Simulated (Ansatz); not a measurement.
A self-consistent single point of the (100) slab of CsCdCl3 (cut from a parent of space group no. 221; 10 atoms in the cell) with Ansatz (a quantum-chemistry and plane-wave program).

Computed with LDA (PW92), default PAW files made with PBE (plane waves; Ansatz).

```
CELL_PARAMETERS angstrom
      5.28019     0.00000     0.00000
      0.00000     5.28019     0.00000
      0.00000     0.00000    21.92029
ATOMIC_POSITIONS crystal
  Cs 0.00000 0.00000 0.43978
  Cd 0.50000 0.50000 0.31934
  Cl 0.50000 0.50000 0.43978
  Cl 0.00000 0.50000 0.31934
  Cl 0.50000 0.00000 0.31934
  Cs 0.00000 0.00000 0.68066
  Cd 0.50000 0.50000 0.56022
  Cl 0.50000 0.50000 0.68066
  Cl 0.00000 0.50000 0.56022
  Cl 0.50000 0.00000 0.56022
```

Reference input (self-consistent single point, DFT, LDA (PW92), plane waves, default PAW files made with PBE): basis.ecutwfc = 420 eV; kpoints.mp_grid.grid = 4 4 1; hamiltonian.xc = lda; hamiltonian.pseudopotentials = {kind: paw} (the program's default PAW files); scf.occupations.method = fermi_dirac; scf.occupations.width = 0.05 eV. This run's input differs from it in these lines:

Ansatz 0.2 input:
```diff
@@ -20,3 +20,3 @@
   mp_grid:
-    grid: [4, 4, 1]
+    grid: [5, 5, 1]
 hamiltonian:
```

Output, abridged:

```
SCF iter   1: F=—  HF=-33523.513630 eV  |F-HF|=—  |Δ(HF+E_count)|=         —  Δρ=5.00e-3  dr2=1.74e-1  ethr=1.77e-3  ⟨swp⟩=9.5  Hψ=1740  notcnv=0  defer=6
all-band conjugate gradients solve this SCF's bands
preconditioner: auto → Resta (q_TF=auto, 2.018 Å⁻¹)
SCF iter   2: F=—  HF=-33523.461758 eV  |F-HF|=—  |Δ(HF+E_count)|=   5.19e-2  Δρ=2.06e-3  dr2=2.19e-2  ethr=1.74e-4  ⟨swp⟩=3.0  Hψ=644  notcnv=0  defer=18
   [... lines left out ...]
SCF iter   4: F=—  HF=-33523.456260 eV  |F-HF|=—  |Δ(HF+E_count)|=   5.70e-5  Δρ=1.53e-4  dr2=1.52e-4  ethr=1.24e-6  ⟨swp⟩=2.0  Hψ=622  notcnv=0  defer=18
SCF iter   5: F=—  HF=-33523.456226 eV  |F-HF|=—  |Δ(HF+E_count)|=   3.38e-5  Δρ=3.33e-5  dr2=7.79e-6  ethr=1.52e-7  ⟨swp⟩=2.3  Hψ=626  notcnv=0  defer=18
SCF iter   6: F=—  HF=-33523.456292 eV  |F-HF|=—  |Δ(HF+E_count)|=   6.58e-5  Δρ=9.74e-6  dr2=5.80e-7  ethr=7.79e-9  ⟨swp⟩=2.2  Hψ=552  notcnv=0  defer=18
SCF iter   7: F=-33523.456292 eV  HF=-33523.456292 eV  |F-HF|=2.11e-8  |Δ(HF+E_count)|=   3.09e-8  Δρ=2.33e-6  dr2=4.76e-8  ethr=1.00e-10  ⟨swp⟩=18.0  Hψ=2027  notcnv=0
SCF 1 converged in 7 iterations: F = -33523.456292 eV  dr2 = 4.76e-8
Free energy (F): -33523.456292 eV
Internal energy: -33523.456292 eV  (E = F + TS)
E sigma→0 (E₀):  -33523.456292 eV
Entropy (-TS):   -0.000000 eV (-0.000 meV/atom)
Fermi energy:    -1.041296 eV
--- Forces (eV/Å), atoms counted from 1 ---
  atom   1  Cs    -0.00000000     0.00000000    -0.03000670
  atom   2  Cd     0.00000000     0.00000000     0.73162779
  atom   3  Cl    -0.00000000     0.00000000    -0.11343978
  atom   4  Cl     0.00000000     0.00000000    -0.03695996
  atom   5  Cl    -0.00000000     0.00000000    -0.03695996
  atom   6  Cs     0.00000000     0.00000000    -0.50942659
  atom   7  Cd    -0.00000000     0.00000000     0.34476607
  atom   8  Cl     0.00000000     0.00000000    -0.36874782
  atom   9  Cl     0.00000000     0.00000000     0.00952244
  atom  10  Cl     0.00000000     0.00000000     0.00952244
--- Stress (GPa, compression-positive) ---
       -2.071806       0.000000       0.000000
        0.000000      -2.071806       0.000000
        0.000000       0.000000      -1.425668
  P = ⅓ Tr σ = -1.8564 GPa (-18.564 kbar)
  The stress holds the Pulay correction. Without it, at fixed plane waves, as pw.x and ABINIT print it: P = -1.8595 GPa
```

The run converged in 7 iterations. Against the reference run the free energy is nearly the same (within 1 meV/atom), the largest force hardly changes (0.731 to 0.732 eV/Å) and the gap on the mesh goes from 1.280 to 1.432 eV.

The starting cell comes from a database of computed structures (which also holds hypothetical and non-ambient phases and stackings), without a prior relaxation at this level. The slab is cut from that crystal, and its faces are unrelaxed. Its lattice was rescaled by up to half a per cent. Spin polarisation is off, though cut faces can carry moments; a gap of a slab can lie between surface states. The two faces of this cut differ, and no dipole correction was used. Another mesh or the band path of this cell gives a smaller gap, so this value is not converged in the mesh.
